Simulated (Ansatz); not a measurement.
Pressure series in GaP

Take GaP in the zinc blende structure (space group F-43m, No. 216; a = 5.506 Å) as the base.

Cell and atoms are relaxed at each pressure.

Levels (all Ansatz, an electronic-structure program, PAW): PBE (420 eV, no spin-orbit coupling); r2SCAN (500 eV, spin-orbit coupling left out); HSE06 (420 eV, scalar-relativistic without spin-orbit coupling); PBE+SOC (420 eV, spin-orbit coupling included).

Band gaps by level, all at the geometries relaxed with PBE:

| case | PBE | r2SCAN | HSE06 | PBE+SOC |
|---|---|---|---|---|
| base | 1.58 eV | 1.89 eV | 2.35 eV | 1.55 eV |
| pressure −2 GPa | 1.36 eV | 1.85 eV | 2.28 eV | 1.33 eV |
| pressure 0.9 GPa | 1.62 eV | 1.88 eV | 2.33 eV | 1.59 eV |
| pressure 2.1 GPa | 1.60 eV | 1.85 eV | 2.26 eV | 1.57 eV |
| pressure 9 GPa | 1.47 eV | 1.73 eV | 2.13 eV | 1.44 eV |
| pressure 15 GPa | 1.37 eV | 1.62 eV | 2.02 eV | 1.34 eV |
| pressure 22.5 GPa | 1.24 eV | 1.50 eV | 1.90 eV | 1.21 eV |
| pressure 30 GPa | 1.13 eV | 1.39 eV | 1.78 eV | 1.10 eV |

Single points use the geometry relaxed with PBE. HSE06 was sampled on its mesh, a few special points and the semilocal edge points, so its gap is an upper bound. The spin-orbit shifts are approximate. Load acts through the strain it causes; cell and atoms are relaxed under it. Stability against distortions was not tested. Measured, GaP leaves this structure (for a Cmcm phase) near 26 GPa (temperature not stated; as listed in Datta, Sujoy, Jana, Debnarayan, arXiv (2020)).
